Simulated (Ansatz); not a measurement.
Consider CuPt (space group R-3m, No. 166; a = 2.6985 Å, c = 12.7497 Å (hexagonal axes); a cell from a computed database, its experimental status unchecked).

Levels (all Ansatz, a quantum-chemistry and plane-wave program, PAW): PBEsol (420 eV, spin-orbit coupling left out); PBEsol+SOC (420 eV, spin-orbit coupling included).

The geometry is relaxed with PBEsol.

```
Property          Result
---------------  -------
PBEsol pressure  0.0 GPa
```

With PBEsol+SOC at the same geometry, the pressure goes from zero to -0.2 GPa.

Single points use the geometry relaxed with PBEsol. Differences between runs with and without spin-orbit coupling are approximate. Stability against distortions was not tested. The runs without spin-orbit coupling are not spin-polarised.
